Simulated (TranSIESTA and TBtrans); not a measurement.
Run with TranSIESTA and TBtrans (open boundaries, self-consistent; PseudoDojo norm-conserving potentials, scalar-relativistic): PAO.BasisSize DZP, PAO.EnergyShift 0.15 eV, XC.Authors PBE, Mesh.Cutoff 200 Ry, ElectronicTemperature 300 K, TS.Voltage 0.0 eV, TBT.Elecs.Eta 0.001 eV, no spin polarisation.

System: Na chain with one bond stretched by 2.5 Å. Leads: straight Na chain, spacing 3.3 Å. Geometry: as built, not relaxed.

Question: Predict: conductance at 300 K (G0 = 2e²/h); thermopower (μV/K); mean T from −0.5 to 0.5 eV.

Answer: conductance at 300 K (G0 = 2e²/h): 0.30; thermopower (μV/K): -3.7; mean T from −0.5 to 0.5 eV: 0.27. The straight chain is held at its spacing; free chains may zigzag or dimerise. No spin-polarised start was tried, so a magnetic state, if there is one, is missed.
